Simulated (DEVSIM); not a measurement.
Structure: Co/SiO2/n-Si capacitor, at 300 K.

Layer 1 from the left is SiO2, thickness (nm) 12.0. Layer 2 from the left is Si, thickness (nm) 1700, Nd (cm⁻³) 1.1e17.

Metal gate on the left, work function 5 eV. Fixed charge at the semiconductor interface -8e11 cm⁻² (in units of +e); no interface traps.

The device is made up for the run: typed textbook-type constants, with dimensions and the other settings drawn at random. Values at 300 K.

SiO2: gap (eV) 9, affinity (eV) 0.9, permittivity 3.9. Si: gap (eV) 1.124, affinity (eV) 4.05, permittivity 11.7, Nc (cm⁻³) 2.86e19, Nv (cm⁻³) 3.1e19.

Simulated with DEVSIM: 1D Poisson equation in equilibrium, Boltzmann statistics, complete ionisation; no quantum confinement or tunnelling. Metal contacts follow the ideal Schottky-Mott rule: no Fermi-level pinning, no interface dipoles.

### Question
What does the simulation give for the minimum of the low-frequency capacitance, the threshold voltage (band bending 2φF), the flat-band voltage?

### Answer
minimum of the low-frequency capacitance 0.0831 μF/cm²; threshold voltage (band bending 2φF) -0.19 V; flat-band voltage 1.25 V.
